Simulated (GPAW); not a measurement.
## A self-consistent single point of PtSb2 (Pa-3, 12 atoms in the cell) with GPAW

Method: PBE, GPAW PAW datasets PBE (gpaw-data 1.0.1) (plane waves; GPAW).

The input file:

```python
from ase import Atoms
from ase.units import GPa
from gpaw import GPAW, PW, FermiDirac

atoms = Atoms(['Sb', 'Sb', 'Sb', 'Sb', 'Sb', 'Sb', 'Sb', 'Sb', 'Pt', 'Pt', 'Pt', 'Pt'],
              cell=[[6.474776, 0.000000, 0.000000],
                    [0.000000, 6.474776, 0.000000],
                    [0.000000, 0.000000, 6.474776]],
              scaled_positions=[[0.625000, 0.875000, 0.125000],
                                [0.125000, 0.625000, 0.875000],
                                [0.625000, 0.625000, 0.625000],
                                [0.375000, 0.375000, 0.375000],
                                [0.875000, 0.125000, 0.625000],
                                [0.875000, 0.375000, 0.125000],
                                [0.125000, 0.875000, 0.375000],
                                [0.375000, 0.125000, 0.875000],
                                [0.000000, 0.500000, 0.500000],
                                [0.500000, 0.000000, 0.500000],
                                [0.000000, 0.000000, 0.000000],
                                [0.500000, 0.500000, 0.000000]],
              pbc=True)

calc = GPAW(mode=PW(550),
            xc='PBE',
            kpts=(3, 3, 3),
            occupations=FermiDirac(0.02),
            nbands=-4,
            convergence={'bands': -2},
            symmetry={'symmorphic': False, 'tolerance': 0.0005},
            maxiter=100)

atoms.calc = calc

energy = atoms.get_potential_energy()
print('Energy (eV):', round(energy, 6))
forces = atoms.get_forces()
print('Forces (eV/Ang):')
print(forces.round(5))
stress = atoms.get_stress()
print('Stress (GPa, Voigt):', (stress / GPa).round(4))
```

Output (repeated stretches shortened):

```
Input parameters:
  convergence: {bands: -2}
  kpts: [3 3 3]
  maxiter: 100
  mode: {ecut: 550.0,
         name: pw}
  nbands: -4
  occupations: {fixmagmom: False,
                name: fermi-dirac,
                width: 0.02}
  symmetry: {symmorphic: False,
             tolerance: 0.0005}
  xc: PBE

species:
  Sb:
    name: Antimony
    Z: 51.0
    valence: 15
    core: 36
    charge: 0.0
    file: Sb.PBE.gz

    # Using partial waves for Sb as LCAO basis

  Pt:
    name: Platinum
    Z: 78.0
    valence: 16
    core: 62
    charge: 0.0
    file: Pt.PBE.gz

    # Using partial waves for Pt as LCAO basis

Reference energy: -3411753.917053  # eV

Spin-paired calculation

Convergence criteria:
 Maximum [total energy] change in last 3 cyles: 0.0005 eV / valence electron
 Maximum integral of absolute [dens]ity change: 0.0001 electrons / valence electron
 Maximum integral of absolute [eigenst]ate change: 4e-08 eV^2 / valence electron
 Maximum number of scf [iter]ations: 100

Symmetries present (total): 24
Symmetries with fractional translations: 18
27 k-points: 3 x 3 x 3 Monkhorst-Pack grid
4 k-points in the irreducible part of the Brillouin zone
       k-points in crystal coordinates                weights
   0:     0.00000000    0.00000000    0.00000000          1/27
   1:     0.33333333    0.00000000    0.00000000          6/27
   2:     0.33333333    0.33333333    0.00000000         12/27
   3:     0.33333333    0.33333333    0.33333333          8/27

Wave functions: Plane wave expansion
  Cutoff energy: 550.000 eV
  Number of coefficients (min, max): 7933, 8025
  Pulay-stress correction: 0.000000 eV/Ang^3 (de/decut=0.000000)

Occupation numbers: Fermi-Dirac:
  width: 0.0200  # eV

Eigensolver

Densities:
  Coarse grid: 36*36*36 grid
  Fine grid: 72*72*72 grid
  Total Charge: 0.000000

Density mixing:
  Method: separate
  Backend: pulay
  Linear mixing parameter: 0.05
  old densities: 5
  Damping of long wavelength oscillations: 50

Hamiltonian:
  XC and Coulomb potentials evaluated on a 72*72*72 grid
  External potential:
    NoExternalPotential

XC parameters: PBE with 2 nearest neighbor stencil

Number of atoms: 12
Number of atomic orbitals: 120
Number of bands in calculation: 96
Number of valence electrons: 184
Bands to converge: 94

Density initialized from atomic densities
  96 bands from LCAO basis set

Atomic positions and initial magnetic moments

Positions:
   0 Sb     4.046735    5.665429    0.809347    ( 0.0000,  0.0000,  0.0000)
   1 Sb     0.809347    4.046735    5.665429    ( 0.0000,  0.0000,  0.0000)
   2 Sb     4.046735    4.046735    4.046735    ( 0.0000,  0.0000,  0.0000)
   3 Sb     2.428041    2.428041    2.428041    ( 0.0000,  0.0000,  0.0000)
   4 Sb     5.665429    0.809347    4.046735    ( 0.0000,  0.0000,  0.0000)
   5 Sb     5.665429    2.428041    0.809347    ( 0.0000,  0.0000,  0.0000)
   6 Sb     0.809347    5.665429    2.428041    ( 0.0000,  0.0000,  0.0000)
   7 Sb     2.428041    0.809347    5.665429    ( 0.0000,  0.0000,  0.0000)
   8 Pt     0.000000    3.237388    3.237388    ( 0.0000,  0.0000,  0.0000)
   9 Pt     3.237388    0.000000    3.237388    ( 0.0000,  0.0000,  0.0000)
  10 Pt     0.000000    0.000000    0.000000    ( 0.0000,  0.0000,  0.0000)
  11 Pt     3.237388    3.237388    0.000000    ( 0.0000,  0.0000,  0.0000)

Unit cell:
           periodic     x           y           z      points  spacing
  1. axis:    yes    6.474776    0.000000    0.000000    36     0.1799
  2. axis:    yes    0.000000    6.474776    0.000000    36     0.1799
  3. axis:    yes    0.000000    0.000000    6.474776    36     0.1799

  Lengths:   6.474776   6.474776   6.474776
  Angles:   90.000000  90.000000  90.000000

Effective grid spacing dv^(1/3) = 0.1799

     iter     time        total  log10-change:
                         energy   eigst   dens
iter:   1 --:--:--   -67.818993   +0.71
iter:   2 --:--:--   -68.061230   -0.14  -1.50
iter:   3 --:--:--   -71.937242   -0.65  -1.49
iter:   4 --:--:--   -66.823240   -0.71  -1.38
iter:   5 --:--:--   -66.674780   -0.88  -1.58
iter:   6 --:--:--   -66.502402   -2.03  -2.14
   [... 3 lines left out ...]
iter:  10 --:--:--   -66.616268   -2.40  -2.03
iter:  11 --:--:--   -66.382315   -1.93  -2.11
iter:  12 --:--:--   -66.445101   -1.42  -2.45
iter:  13 --:--:--   -66.352976   -2.54  -2.51
iter:  14 --:--:--   -66.359016   -3.01  -3.32
iter:  15 --:--:--   -66.354147c  -4.20  -2.98
iter:  16 --:--:--   -66.374147c  -2.71  -3.25
iter:  17 --:--:--   -66.353868c  -3.40  -2.79
iter:  18 --:--:--   -66.353389c  -3.95  -3.31
iter:  19 --:--:--   -66.353376c  -4.38  -3.62
iter:  20 --:--:--   -66.353533c  -4.43  -3.92
iter:  21 --:--:--   -66.353430c  -5.98  -3.89
iter:  22 --:--:--   -66.353424c  -6.63  -4.00c
iter:  23 --:--:--   -66.353414c  -6.64  -4.03c
iter:  24 --:--:--   -66.353399c  -5.93  -4.18c
iter:  25 --:--:--   -66.353399c  -6.53  -4.33c
iter:  26 --:--:--   -66.353408c  -6.07  -4.37c
iter:  27 --:--:--   -66.353429c  -5.36  -4.27c
iter:  28 --:--:--   -66.353404c  -6.81  -4.34c
iter:  29 --:--:--   -66.353398c  -6.57  -4.69c
iter:  30 --:--:--   -66.353411c  -6.44  -4.90c
iter:  31 --:--:--   -66.353401c  -7.03  -4.50c
iter:  32 --:--:--   -66.353398c  -6.83  -4.83c
iter:  33 --:--:--   -66.353401c  -7.50c -5.32c

Converged after 33 iterations.

Dipole moment: (0.000000, -0.000000, -0.000000) |e|*Ang

Energy contributions relative to reference atoms: (reference = -3411753.917053)

Kinetic:        -13.284879
Potential:       +4.381396
External:        +0.000000
XC:             -56.651573
Entropy (-ST):   -0.010312
Local:           -0.793189
SIC:             +0.000000
--------------------------
Free energy:    -66.358558
Extrapolated:   -66.353401

Showing only first 2 kpts
 Kpt  Band  Eigenvalues  Occupancy
  0    90      8.50119    2.00000
  0    91      8.50119    2.00000
  0    92      8.98459    1.96346
  0    93      8.98459    1.96346

  1    90      8.26006    2.00000
  1    91      8.75961    2.00000
  1    92      9.42983    0.00000
  1    93      9.45847    0.00000

Fermi level: 9.06427

No gap
No difference between direct/indirect transitions
Energy (eV): -66.353401

Forces in eV/Ang:
  0 Sb    0.00236   -0.00236    0.00236
  1 Sb    0.00236    0.00236   -0.00236
  2 Sb    0.00236    0.00236    0.00236
  3 Sb   -0.00236   -0.00236   -0.00236
  4 Sb   -0.00236    0.00236    0.00236
  5 Sb   -0.00236   -0.00236    0.00236
  6 Sb    0.00236   -0.00236   -0.00236
  7 Sb   -0.00236    0.00236   -0.00236
  8 Pt   -0.00000   -0.00000    0.00000
  9 Pt   -0.00000    0.00000    0.00000
 10 Pt    0.00000    0.00000    0.00000
 11 Pt    0.00000    0.00000    0.00000

Stress tensor:
    -0.022063    -0.000000    -0.000000
    -0.000000    -0.022063     0.000000
    -0.000000     0.000000    -0.022063
Stress (GPa, Voigt): [-3.5348 -3.5348 -3.5348  0.     -0.     -0.    ]
```

The run converged in 33 iterations. GPAW prints stress with tension positive.

The starting cell has typed, rounded lattice constants, without a prior relaxation at this level. Its lattice was rescaled by a random factor within 2.5 % of one. Spin-orbit coupling is off. Spin polarisation is off. With a pressure of about 4 GPa the cell is away from its equilibrium volume at this level.

Cost on one core of a shared machine: roughly 90 s.
